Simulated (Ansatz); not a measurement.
## Mo under a change: uniaxial strain ε_zz = −0.75 %

Take Mo in the bcc (W type) structure (space group Im-3m, No. 229; a = 3.1506 Å) as the base. Axes: x, y, z lie along the cube axes.

One thing is altered: the cell is compressed by 0.75 % along z with no lateral relaxation, atoms relaxed at fixed cell.

Method: Ansatz (a quantum-chemistry and plane-wave program), r2SCAN, PAW, cutoff 500 eV, no spin-orbit coupling. k-mesh 21×21×21 (Γ-centred); smearing 0.05 eV (Fermi–Dirac).

| quantity | base | changed | shift |
|---|---|---|---|
| space group | Im-3m (No. 229) | I4/mmm (No. 139) | – |
| shortest interatomic distance | 2.728 Å | 2.722 Å | -0.0068 Å |
| energy relative to the base (free energy F) | 0 meV/atom | +1.3 meV/atom | +1.3 meV/atom |
| pressure (mean of the normal stresses, compression positive) | 0.0 GPa | 2.1 GPa | +2.1 GPa |
| band gap | zero | zero | – |
| stress (xx, yy, zz, yz, xz, xy; compression positive) (rough) | – | (1.3, 1.3, 3.7, 0.0, 0.0, 0.0) GPa | – |

Final structure:

```
CELL_PARAMETERS angstrom
     -1.57529     1.57529     1.56348
      1.57529    -1.57529     1.56348
      1.57529     1.57529    -1.56348
ATOMIC_POSITIONS crystal
  Mo 0.00000 0.00000 0.00000
```

Without a gap, meshes like the base's 21×21×21 leave anisotropic stresses uncertain by several tenths of a GPa, and small strain energies with them. Whether these cells are dynamically stable was not tested. The final runs are not spin-polarised.
